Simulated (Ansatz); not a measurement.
The starting structures come from a database of crystals and need not be the phases stable at ambient conditions.

The decay constant κ of evanescent states in the gap governs leakage through a thin film.

Consider the following.

```
CaI2
1.0
    4.43333     0.00000     0.00000
   -2.21666     3.83937     0.00000
    0.00000     0.00000     6.92440
Ca I
1 2
Direct
  0.00000   0.00000   0.00000
  0.33333   0.66667   0.25730
  0.66667   0.33333   0.74270
```

Space group of this cell: P-3m1, CdI2 type. The cell was relaxed by PBE-D3(BJ); by r2SCAN its mean pressure is 1.0 GPa.

Transport runs along the normal of the first two printed cell vectors, the (001) plane of the conventional cell.

The gap is the functional's own. No spin-orbit coupling. Mid-gap values are interpolated on the energy grid.

Compute, with r2SCAN in Ansatz (a quantum-chemistry and plane-wave program), the band gap and the smallest decay constant κ at mid-gap.

Gap 3.88 eV on a 12×12×6 mesh; κ = 0.286 1/Å, at the zone centre.
